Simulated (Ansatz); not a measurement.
Worked example: self-consistent single point of Na₂Al (Fd-3m, 6 atoms in the cell) in Ansatz (an electronic-structure program).

Method: PBEsol, default PAW files made with PBE (plane waves; Ansatz).

The change in words: lattice scaled by 0.985. Reference geometry:
```
CELL_PARAMETERS angstrom
      0.00000     4.83462     4.83462
      4.83462     0.00000     4.83462
      4.83462     4.83462     0.00000
ATOMIC_POSITIONS crystal
  Na 0.12500 0.12500 0.12500
  Na 0.62500 0.12500 0.12500
  Na 0.12500 0.62500 0.12500
  Na 0.12500 0.12500 0.62500
  Al 0.75000 0.75000 0.75000
  Al 0.50000 0.50000 0.50000
```

Reference input (self-consistent single point, DFT, PBEsol, plane waves, default PAW files made with PBE): basis.ecutwfc = 420 eV; kpoints.mp_grid.grid = 6 6 6; hamiltonian.xc = pbesol; hamiltonian.pseudopotentials = {kind: paw} (the program's default PAW files); scf.occupations.method = fermi_dirac; scf.occupations.width = 0.1 eV. This run's input differs from it in these lines:

```diff
@@ -3,5 +3,5 @@
   lattice:
-    - [0.000000, 4.834623, 4.834623]
-    - [4.834623, 0.000000, 4.834623]
-    - [4.834623, 4.834623, 0.000000]
+    - [0.000000, 4.762104, 4.762104]
+    - [4.762104, 0.000000, 4.762104]
+    - [4.762104, 4.762104, 0.000000]
   atoms:
```

Output (repeated stretches shortened):

```
SCF iter   1: F=—  HF=-6949.489843 eV  |F-HF|=—  |Δ(HF+E_count)|=         —  Δρ=2.32e-3  dr2=3.39e-2  ethr=1.77e-3  ⟨swp⟩=6.2  Hψ=1942  notcnv=0  defer=1
all-band conjugate gradients solve this SCF's bands
preconditioner: auto → Kerker (q_TF=auto, 2.077 Å⁻¹)
SCF iter   2: F=—  HF=-6949.482328 eV  |F-HF|=—  |Δ(HF+E_count)|=   7.52e-3  Δρ=1.10e-3  dr2=1.35e-2  ethr=8.08e-5  ⟨swp⟩=1.1  Hψ=561  notcnv=0
SCF iter   3: F=—  HF=-6949.479363 eV  |F-HF|=—  |Δ(HF+E_count)|=   2.96e-3  Δρ=3.31e-4  dr2=1.22e-3  ethr=3.21e-5  ⟨swp⟩=2.0  Hψ=467  notcnv=0
SCF iter   4: F=—  HF=-6949.479085 eV  |F-HF|=—  |Δ(HF+E_count)|=   2.78e-4  Δρ=8.46e-5  dr2=2.76e-5  ethr=2.91e-6  ⟨swp⟩=2.0  Hψ=494  notcnv=0
SCF iter   5: F=—  HF=-6949.479055 eV  |F-HF|=—  |Δ(HF+E_count)|=   3.01e-5  Δρ=1.29e-5  dr2=6.16e-7  ethr=6.58e-8  ⟨swp⟩=2.0  Hψ=530  notcnv=0
SCF iter   6: F=-6949.479055 eV  HF=-6949.479055 eV  |F-HF|=9.90e-9  |Δ(HF+E_count)|=   2.43e-8  Δρ=2.59e-6  dr2=1.66e-8  ethr=2.38e-10  ⟨swp⟩=6.8  Hψ=1920  notcnv=0
SCF 1 converged in 6 iterations: F = -6949.479055 eV  dr2 = 1.66e-8
Free energy (F): -6949.479055 eV
Internal energy: -6949.343979 eV  (E = F + TS)
E sigma→0 (E₀):  -6949.411517 eV
Entropy (-TS):   -0.135076 eV (-22.513 meV/atom)
Fermi energy:    1.715440 eV
--- Forces (eV/Å), atoms counted from 1 ---
  atom   1  Na     0.00000000     0.00000000     0.00000000
   [... zero for the other atoms too ...]
--- Stress (GPa, compression-positive) ---
       -2.712644       0.000000       0.000000
       -0.000000      -2.712644       0.000000
        0.000000       0.000000      -2.712644
  P = ⅓ Tr σ = -2.7126 GPa (-27.126 kbar)
  The stress holds the Pulay correction. Without it, at fixed plane waves, as pw.x and ABINIT print it: P = -2.7183 GPa
```

The run converged in 6 iterations. Against the reference run the free energy falls by 28.7 meV/atom and the pressure hardly changes (-2.78 to -2.71 GPa).

The starting cell was generated: these elements placed on a structure prototype, without a prior relaxation; it need not be a known phase or ordering of this composition. Its lattice was rescaled by a random factor within 2.5 % of one. For this run, on top of that: lattice scaled by 0.985. Ansatz's pressure includes its estimate of the finite-basis (Pulay) stress.

Keys are those of Ansatz 0.2.
